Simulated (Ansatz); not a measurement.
Base system: Sn in the diamond structure (space group Fd-3m, No. 227; a = 6.4745 Å; relaxed with 0.1 eV smearing). Axes: x, y, z lie along the cube axes.

Level of theory: LDA in Ansatz (plane waves to 420 eV, PAW, no SOC).

It is then changed as follows: a pure shear with ε_xy = ε_yx = 0.0200, atoms relaxed at fixed cell.

### Question
What does the calculation give for the stress after the change?

### Answer
The stress (xx, yy, zz, yz, xz, xy; compression positive) is (0.0, 0.0, 0.0, 0.0, 0.0, -1.1) GPa.

### Question
How does this affect the largest internal atomic displacement?

### Answer
The largest internal atomic displacement comes out as 0.023 Å.

The cells carry an imposed strain or load. Stability against distortions was not tested.

Ansatz is a quantum-chemistry and plane-wave program.
